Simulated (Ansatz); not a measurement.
Input:

```
CELL_PARAMETERS angstrom
      3.57262     0.00000     0.00000
      1.78631     3.09398     0.00000
      1.78631    -1.03133     3.03391
ATOMIC_POSITIONS crystal
  Mg 0.00000 0.00000 0.00000
  S  0.00000 0.50000 0.50000
```

No spin polarisation.

Level of theory: PBEsol (Ansatz, an electronic-structure program, PAW, scalar-relativistic without spin-orbit coupling). k-mesh 11×11×11 (Γ-centred); smearing 0.05 eV (Fermi–Dirac).

Question: What is the computed mean in-plane stress (compression positive)?

Answer: +4.6 GPa.

Question: What is the computed valence-band top at Γ (three highest levels, from the VBM)?

Answer: 0.00, 0.00, -0.39 eV.

Question: Predict the band gap.

Answer: 2.63 eV.

The cells carry an imposed strain or load. No phonon test of stability was made. The cell was made from MgS in the rock salt structure (space group Fm-3m, No. 225) by this change: biaxial strain −2.50 %, plane normal [111], relaxed out of plane.
